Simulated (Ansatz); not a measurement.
Base system: a 28-atom supercell of TiAl$_{3}$ (space group I4/mmm, No. 139; a = 3.816 Å, c = 8.551 Å) at its relaxed geometry.

Calculations: PBEsol/PAW in Ansatz (an electronic-structure program), no spin-orbit coupling.

Before the change:

```
Item       Result
--------  -------
Pressure  0.0 GPa
```

Perturbation: one Ti atom is added in an open site, starting 1.91 Å from the nearest host atom, atoms relaxed at fixed cell, starting from a slightly rattled geometry.

**Question.** What happens to the pressure, final site of the added atom and largest displacement of a host atom from its site in the perfect cell?

**Answer.** The pressure goes from zero to 6.9 GPa; the final site of the added atom amounts to 3 Ti at 1.86–3.40 Å and 9 Al at 2.35–3.11 Å; the largest displacement of a host atom from its site in the perfect cell comes out as 0.93 Å.

In so small a cell the defect repeats every few ångströms: this is an ordered compound, not a dilute defect. The final runs are not spin-polarised. The defect cell is not spin-polarised.
